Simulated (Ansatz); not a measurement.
Substrate model: Si(111) 1x1 surface, 6 top atoms, 3 bilayers, bottom bilayer H-capped and fixed, every top atom capped by H; cell 11.5 x 6.6 Å; one H replaced by OH; about 7 Å thick over the host's atoms, 18 atoms held. Calculation: PBE-D3(BJ) (plane waves to 420 eV, PAW; Ansatz, an electronic-structure program). k mesh 1 x 2 x 1. The slab states were run without spin polarisation. Results hold for this slab, coverage and mesh. Barriers come from a climbing-image nudged elastic band between relaxed ends, or a saddle search from its top (force threshold 0.05 eV/Å), without zero-point or thermal terms. The ends were relaxed from one prepared geometry each.

Elementary step: the surface fragment of SiH2Cl2 exchanges a second ligand with a neighbouring Si-H group, starting from the surface left by an earlier step (SiH2Cl2 exchanges a ligand with a surface O-H group and HCl forms), after HCl has left.

Top of the path, atoms near the reaction:

```
atom    x (Å)  y (Å)   z (Å)
------  -----  -----  ------
Si(1)   2.057  3.367   9.371
Si(2)   1.945  1.112   8.755
Si(3)   0.028  4.456   8.842
H(15)   1.922  3.428  11.040
Si(19)  3.875  4.499   8.490
O(47)   4.949  3.343  11.022
Si(a0)  3.468  3.265  11.819
Cl(a2)  0.938  3.225  12.605
H(a3)   3.486  4.477  12.659
H(a4)   3.410  1.872  12.302
```

A partial Hessian moves only the atoms 1, 2, 15, 47, a0, a2, a3, a4; the rest stay at rest.

Q: What modes does it give at the top, and is this a first-order saddle within these atoms?

A: 390i, 23, 66, 114, 135, 159, 167, 224, 274, 350, 374, 394, 396, 450, 465, 577, 704, 732, 818, 845, 929, 1406, 2226, 2270 cm^-1. One clearly imaginary mode, so it is.

Q: At the start the same atoms give 21, 40, 52, 83, 143, 195, 246, 276, 354, 363, 387, 412, 452, 528, 600, 606, 612, 719, 863, 926, 998, 2127, 2190, 2208 cm^-1. What is the zero-point correction to the barrier?

A: Zero-point correction -0.08 eV, half the sum of the real modes at the top less that at the start, which turns the barrier of 2.21 eV into 2.13 eV.
